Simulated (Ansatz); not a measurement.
System: LiSiN (model structure, started from the NaSnP type, P6₃mc, No. 186, 6 atoms in the cell). Method: G0W0@PBEsol (hard PAW, contour deformation; Ansatz, a program for electronic structure).

The cell is the one relaxed with PBEsol. Conventional cell: a = 2.8158 Å, b = 2.8158 Å, c = 9.2236 Å, α = 90.00°, β = 90.00°, γ = 120.00°.

The quasiparticle gap at Γ at a fixed k mesh 6×6×2:

| response cutoff | value (eV) |
|---|---|
| 100 eV, 264 empty bands | 5.839 |
| 150 eV, 485 empty bands | 5.888 |
| 200 eV, 747 empty bands | 5.904 |
| 250 eV, 1044 empty bands | 5.911 |

Q: Taking the value to converge with the response cutoff E as E^(−3/2), extrapolate from the last two rows.

A: With y = y∞ + c/w and weights w = 2828 and 3953 for the last two rows, y∞ = (w2 y2 − w1 y1)/(w2 − w1) = (3953 × 5.911 − 2828 × 5.904)/1125 = 5.929 eV, which lies 0.018 beyond the last row. Successive pairs of rows give 5.947, 5.934, 5.929. The limit also hangs on the law assumed, so its last digits aren't firm.

The other settings are not extrapolated, so this is the limit in one setting alone.

At the last cutoff the smallest gap on this mesh is 1.67 eV, with an edge away from Γ.

A model structure was made by putting elements into a prototype or built by hand; it is no filed structure, need not be a known phase, and can be a saddle point held by its symmetry.
